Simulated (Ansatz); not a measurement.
# MgSe, pressure series

Take MgSe in the rock salt structure (space group Fm-3m, No. 225; a = 5.508 Å) as the base.

Cell and atoms are relaxed at each pressure.

All numbers come from PBE (Ansatz, a program for electronic structure; PAW; 420 eV plane waves; no SOC).

Candidates:
(a) pressure 0.7 GPa
(b) pressure 1.5 GPa
(c) pressure 3 GPa
(d) pressure 7.5 GPa

Base values:

The band gap is 1.77 eV.

Problem. Order them by band gap, lowest first.

Solution. (a) pressure 0.7 GPa (1.79 eV), (b) pressure 1.5 GPa (1.81 eV), (c) pressure 3 GPa (1.85 eV), (d) pressure 7.5 GPa (1.94 eV)

Load acts through the strain it causes; cell and atoms are relaxed under it. No phonon test of stability was made. No other phases were tried under pressure.
